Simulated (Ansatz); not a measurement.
For InAs (Pa-3, No. 205, 16 atoms in the cell; start mp-20412; a measured phase of this formula has another space group), LDA (PAW; Ansatz, a first-principles code) gives:

| Quantity | Value |
|---|---|
| lattice parameter a | 7.348 Å |
| cohesive energy | 3.65 eV/atom |

What does r²SCAN+rVV10 (Ansatz, plane waves, PAW) give for the same quantities?


- lattice constant a: 7.434 Å (increases by 1.2 %)
- cohesive energy: 3.11 eV/atom (drops by 0.54 eV/atom)

Changes are worked out from the printed values.

Unless a cell is named, each level is at its own relaxed cell (LDA 24.79, r²SCAN+rVV10 25.68 Å³/atom).

Levels without +SOC leave out spin–orbit coupling, which shifts energies and cells of such heavy elements.

Caveats: the relaxation could not lower the start's symmetry, so the cell can be a saddle point above a distorted one (LDA, r²SCAN+rVV10). Ansatz's density-functional and Hartree–Fock values are scalar-relativistic unless marked +SOC, with PAW data made under PBE.

A start named mp-… is a Materials Project structure, which need not be a measured phase.
